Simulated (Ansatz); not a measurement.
Density of states of AlN (P6_3mc, 12 atoms in the cell).

```xyz
12
Lattice="3.0802 0.0000 0.0000 -1.5401 2.6675 0.0000 0.0000 0.0000 15.1144" Properties=species:S:1:pos:R:3 pbc="T T T"
Al     0.0000     0.0000     0.0000
Al     0.0000     0.0000     7.5572
Al     1.5401     0.8892    12.5941
Al     0.0000     1.7784     5.0369
Al     1.5401     0.8892     2.5165
Al     0.0000     1.7784    10.0737
N      0.0000     0.0000    13.2190
N      0.0000     0.0000     5.6618
N      1.5401     0.8892    10.6987
N      0.0000     1.7784     3.1415
N      1.5401     0.8892     0.6272
N      0.0000     1.7784     8.1844
```

Computed with PBE, PAW files (plane waves; Ansatz, a first-principles code).

SCF settings: basis.ecutwfc = 420 eV; kpoints.mp_grid.grid = 12 12 3; hamiltonian.xc = pbe; hamiltonian.pseudopotentials = {kind: paw} (the program's default PAW files); scf.occupations.method = fermi_dirac; scf.occupations.width = 0.05 eV. Keys of the DOS step: output.dos.nscf_kmesh.grid = 12 12 3.

The starting cell was generated: these elements placed on a structure prototype, without a prior relaxation; it need not be a known phase or ordering of this composition. Its lattice was rescaled by a random factor within 2.5 % of one.

Total DOS (both spins), as means of the tabulated values in each energy bin; the zero is the program's Fermi level or highest filled level, and the curve is cut to this window:

(E (eV), states/eV/cell): (-7.80, 0.33); (-7.40, 2.34); (-7.00, 5.01); (-6.60, 8.47); (-6.20, 6.48); (-5.80, 2.88); (-5.40, 3.63); (-5.00, 4.10); (-4.60, 5.56); (-4.20, 5.87); (-3.80, 8.52); (-3.40, 8.95); (-3.00, 10.9); (-2.60, 11.5); (-2.20, 5.34); (-1.80, 0.12); (-1.40, 0.00); (-1.00, 0.00); (-0.60, 0.00); (-0.20, 0.00); (0.20, 0.00); (0.60, 0.00); (1.00, 0.00); (1.40, 0.00); (1.80, 0.02); (2.20, 0.59); (2.60, 1.22); (3.00, 1.52); (3.40, 2.10); (3.80, 3.34); (4.20, 4.91); (4.60, 5.15)

The gap on the SCF mesh is 3.85 eV.

Keys are those of Ansatz 0.2.
